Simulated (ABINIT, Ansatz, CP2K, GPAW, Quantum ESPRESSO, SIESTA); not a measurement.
## SbPt (P6_3/mmc, 4 atoms in the cell) computed with different codes at matched settings

Self-consistent single point.

```
SbPt
1.0
    4.10768     0.00000     0.00000
   -2.05384     3.55735     0.00000
    0.00000     0.00000     5.44670
Sb Pt
2 2
Direct
  0.66667   0.33333   0.75000
  0.33333   0.66667   0.25000
  0.00000   0.00000   0.50000
  0.00000   0.00000   0.00000
```

All programs got the same cell, k-point mesh and kind of occupations (in Ansatz's words: kpoints.mp_grid.grid = 8 8 5; scf.occupations.method = fermi_dirac; scf.occupations.width = 0.0073 Ry); potentials, basis and cutoffs are each program's usual ones.

```tsv
code	model	pressure (GPa)	k-points	cutoff
Quantum ESPRESSO	LDA (PZ), GBRV 1.5 ultrasoft (LDA) pseudopotentials	2.19	30	40 Ry
Ansatz	LDA (PW92), PAW files made with PBE	2.34	30	default
GPAW	LDA (Perdew-Wang 92), GPAW PAW datasets LDA (gpaw-data 1.0.1)	1.43	30	600 eV
CP2K	LDA (Pade form), GPW, DZVP-MOLOPT-SR-GTH basis, GTH-PADE potentials (GTH_POTENTIALS)	-8.84	162	grid 500 Ry
SIESTA	LDA PW92, numerical atomic orbitals DZP, PseudoDojo LDA standard norm-conserving potentials (rewritten from UPF to PSML)	5.95	168	grid 300 Ry
ABINIT	LDA (PW92), norm-conserving pseudopotentials (PseudoDojo nc-sr-04 LDA standard)	2.51	30	1143 eV
```

The spread over the programs that give each value: pressure within 14.79 GPa.

The starting cell comes from a database of computed structures (which also holds hypothetical and non-ambient phases and stackings), without a prior relaxation at this level. Its lattice was rescaled by a random factor within 2.5 % of one. On Ansatz's run: Spin-orbit coupling is off. Spin polarisation is off.

Q: Why do the programs differ, and what cannot be compared?

A: Differences of this kind can come from the potentials, where these differ, and from what each basis and cutoff leave unconverged. The valence holds different numbers of electrons (Quantum ESPRESSO 62, Ansatz (a first-principles code) 66, GPAW 62, CP2K 46, SIESTA 66, ABINIT 66). The zero of total energies and Fermi levels follows the potentials and each program's conventions, so they are not compared here. CP2K and SIESTA use small atom-centred bases, whose incompleteness enters pressures, forces and empty levels differently from a plane-wave cutoff. Ansatz's pressure is given at a fixed set of plane waves, as the other plane-wave codes print theirs; with its correction for the finite basis it is 2.38 GPa. Ansatz's smearing width was typed in Ry to four decimals, so it matches the others to a few per cent. The same LDA comes in different parametrisations, which differ slightly. The programs reduce the same mesh by symmetry to different extents, which changes the work and not the result. In the pressure, CP2K (by 11.11) and SIESTA (by 3.68) lie more than 1 GPa from the median of the plane-wave programs.

Left out of this page: Elk and FLEUR (not drawn, or without a comparable value).

Keys are those of Ansatz 0.2.
